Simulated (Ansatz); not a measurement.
Band structure of RePt (R-3m, 2 atoms in the cell).

```
CELL_PARAMETERS angstrom
      1.38619     0.80032     4.57273
     -1.38619     0.80032     4.57273
      0.00000    -1.60063     4.57273
ATOMIC_POSITIONS crystal
  Re 0.50000 0.50000 0.50000
  Pt 0.00000 0.00000 0.00000
```

Computed with LDA (PW92), PAW files made with PBE (plane waves; Ansatz, a program for electronic structure).

Settings: kpoints.mp_grid.grid = 15 15 15; hamiltonian.xc = lda; hamiltonian.pseudopotentials = {kind: paw} (the program's default PAW files); scf.occupations.method = fermi_dirac; scf.occupations.width = 0.136 eV; kpoints.band_path.path = [[0.0, 0.0, 0.0], [0.5, 0.0, 0.0], [0.5, 0.18708792, -0.18708792]]; kpoints.band_path.npoints = 8.

The starting cell comes from a database of computed structures (which also holds hypothetical and non-ambient phases and stackings), without a prior relaxation at this level. Spin-orbit coupling is off. Spin polarisation is off.

Levels in eV from the Fermi level, bands 14 to 20:
```
point     14     15     16     17     18    19    20
-----  -----  -----  -----  -----  -----  ----  ----
Γ      -3.00  -3.00  -0.62  -0.59  -0.59  2.09  2.09
L      -2.79  -2.44  -0.29  -0.02   2.97  3.75  5.17
B1     -2.35  -1.27  -0.89   0.16   1.74  5.44  6.17
```

Bands cross the Fermi level along this path, so the cell is metallic at this level.

Keys are those of Ansatz 0.2.
